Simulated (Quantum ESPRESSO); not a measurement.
A self-consistent single point of NaLiICl (P1, 4 atoms in the cell) with Quantum ESPRESSO.

Method of the run: LDA (PZ), spin-orbit coupling, PseudoDojo fully relativistic norm-conserving (PBE) pseudopotentials (plane waves; Quantum ESPRESSO).

```
NaLiICl
1.0
    4.09164     0.00000     0.00000
    0.00000     4.09164     0.00000
    0.00000     0.00000     6.21534
Na Li I Cl
1 1 1 1
Direct
  0.49334   0.48004   0.51119
  0.00176   0.01843   0.99629
  0.49678   0.47942   0.99479
  0.00812   0.02211   0.49772
```

Reference input (self-consistent single point, DFT, LDA (PZ), plane waves, GBRV 1.5 ultrasoft (LDA) pseudopotentials): ecutwfc = 40 Ry; ecutrho = 200 Ry; occupations = smearing; smearing = fd; degauss = 0.000734986 Ry; K_POINTS = automatic 4 4 3 0 0 0; conv_thr = 1e-08 Ry. This run's input differs from it in these lines:

```diff
@@ -12,4 +12,3 @@
     ntyp = 4,
-    ecutwfc = 40,
-    ecutrho = 200,
+    ecutwfc = 90,
     occupations = 'smearing',
@@ -17,2 +16,5 @@
     degauss = 0.000734986,
+    noncolin = .true.,
+    lspinorb = .true.,
+    input_dft = 'pz',
 /
@@ -22,6 +24,6 @@
 ATOMIC_SPECIES
-Na    22.9898  na_lda_v1.5.uspp.F.UPF
-Li     6.9400  li_lda_v1.4.uspp.F.UPF
-I    126.9045  i_lda_v1.uspp.F.UPF
-Cl    35.4500  cl_lda_v1.4.uspp.F.UPF
+Na    22.9898  Na.upf
+Li     6.9400  Li.upf
+I    126.9045  I.upf
+Cl    35.4500  Cl.upf
 ATOMIC_POSITIONS {bohr}
```

Output, abridged:

```
     Self-consistent Calculation

     iteration #  1     ecut=    90.00 Ry     beta= 0.70

     Threshold (ethr) on eigenvalues was too large:
     Diagonalizing with lowered threshold

     total energy              =    -164.16913555 Ry
     estimated scf accuracy    <       0.05207920 Ry

     iteration #  2     ecut=    90.00 Ry     beta= 0.70

     total energy              =    -164.18211381 Ry
     estimated scf accuracy    <       0.01853481 Ry

     iteration #  3     ecut=    90.00 Ry     beta= 0.70
     c_bands:  1 eigenvalues not converged

     total energy              =    -164.18626100 Ry
     estimated scf accuracy    <       0.00043314 Ry

   [... 2 blocks of this kind left out ...]

     iteration #  6     ecut=    90.00 Ry     beta= 0.70

     total energy              =    -164.18633101 Ry
     estimated scf accuracy    <       0.00000008 Ry

     iteration #  7     ecut=    90.00 Ry     beta= 0.70
     End of self-consistent calculation

     the Fermi energy is     3.1376 ev

!    total energy              =    -164.18633103 Ry
     estimated scf accuracy    <          8.1E-09 Ry
     smearing contrib. (-TS)   =       0.00000000 Ry
     internal energy E=F+TS    =    -164.18633103 Ry

     convergence has been achieved in   7 iterations

     Forces acting on atoms (cartesian axes, Ry/au):

     atom    1 type  1   force =     0.00184757    0.00424888   -0.00783950
     atom    2 type  2   force =    -0.00071954   -0.00548329    0.00017247
     atom    3 type  3   force =     0.00140174    0.00739293    0.00680560
     atom    4 type  4   force =    -0.00252977   -0.00615852    0.00086143

     Total force =     0.016172     Total SCF correction =     0.000271

          total   stress  (Ry/bohr**3)                   (kbar)     P=      -18.10
  -0.00011724   0.00001256   0.00000089          -17.25        1.85        0.13
   0.00001256  -0.00012357   0.00000175            1.85      -18.18        0.26
   0.00000089   0.00000175  -0.00012822            0.13        0.26      -18.86

   JOB DONE.
```

The run converged in 7 iterations. Against the reference run the pressure goes from -1.98 to -1.81 GPa, the largest force goes from 0.242 to 0.261 eV/Å and the gap on the mesh goes from 3.857 to 3.677 eV. The full log also holds: “c_bands:  1 eigenvalues not converged”. The full log also holds: “c_bands:  2 eigenvalues not converged”.

The starting cell comes from a database of computed structures (which also holds hypothetical and non-ambient phases and stackings), without a prior relaxation at this level. Its atoms were displaced at random from the sites of space group no. 123.

Cost on one core of a shared machine: roughly 3 min.
